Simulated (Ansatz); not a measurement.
## How the band gap of Ag2S (Cmcm, No. 63; start mp-556225; another space group than a measured phase of this formula) moves with the method

No measured value is used here.

```csv
level (code),value (eV),cell (Å³/atom)
PBEsol (Ansatz),0.96,19.36
PBEsol+SOC (Ansatz),0.95 (direct),19.36
HSE06 (Ansatz),2.14,19.36
HSE06+SOC (Ansatz),2.13 (direct),19.36
PBE0 (Ansatz),2.81,19.36
```

Computed values are for a static lattice. Levels without +SOC have no spin–orbit coupling; where heavier elements are present it shifts gaps, mostly down, and can invert bands.  PBEsol: the gap is read on the k mesh or supercell of the run alone and can be too large. PBEsol: the relaxation could not lower the start's symmetry, so the cell can be a saddle point above a distorted one. Values are at the PBEsol cell; PBEsol at the level's own equilibrium cell. Cutoffs and k meshes differ between the levels. Ansatz's density-functional and Hartree–Fock values are scalar-relativistic unless marked +SOC, with PAW data made under PBE.

A start named mp-… is a Materials Project structure, which can be a computed phase never made.

Ansatz is an electronic-structure program.
